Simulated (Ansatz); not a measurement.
The cell is made up: elements placed on another compound's structure type, so the phase may be hypothetical.

By PBEsol, the system below comes out a metal.

The ballistic (Sharvin) conductance counts the channels at the Fermi level: G/A = (e²/h) × channels of both spins per area.

Input:

```
InPt3N
1.0
    4.21744     0.00000     0.00000
    0.00000     4.21744     0.00000
    0.00000     0.00000     4.21744
In Pt N
1 3 1
Direct
  0.00000   0.00000   0.00000
  0.00000   0.50000   0.50000
  0.50000   0.00000   0.50000
  0.50000   0.50000   0.00000
  0.50000   0.50000   0.50000
```

Space group of this cell: Pm-3m, anti-perovskite. The cell was relaxed by PBE-D3(BJ); by PBEsol its mean pressure is -2.2 GPa.

The current flows along the normal of the first two printed cell vectors. No spin-orbit coupling; the value is a mean over 0.1 eV about the Fermi level.

Task: Give the ballistic conductance per area that Ansatz (a quantum-chemistry and plane-wave program) with PBEsol yields.

Result: 0.60 × 10¹⁵ S/m² for both spins.
